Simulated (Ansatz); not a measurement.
The parent structure is Ca in the fcc (Cu type) structure (space group Fm-3m, No. 225; a = 5.568 Å). Axes: x, y, z lie along the cube axes.

All numbers come from r2SCAN, PAW, 500 eV (Ansatz, a quantum-chemistry and plane-wave program; no spin-orbit coupling).

Base values:

The shortest interatomic distance is 3.937 Å.

Perturbation: a free-standing slab of 7 layers (7 atoms, 1 a layer) is cut normal to [111], with 15 Å of vacuum and the in-plane cell held at bulk.

Problem. Estimate the effect on the excess energy per area of both faces.

Solution. The excess energy per area of both faces (slab less bulk energy over the cell's area: twice a surface energy) is 1.0 J/m² (uncertain by up to 0.08 J/m²).

Problem. What does the calculation give for the change of the spacing d12 from its bulk value of 3.215 Å after the change?

Solution. The change of the spacing d12 from its bulk value of 3.215 Å comes out as -2.3 %.

Problem. What does the calculation give for the shortest interatomic distance after the change?

Solution. The shortest interatomic distance decreases by 0.061 Å to 3.876 Å.

The excess energy carries the mismatch between the slab's and the bulk's meshes. No phonon test of stability was made.
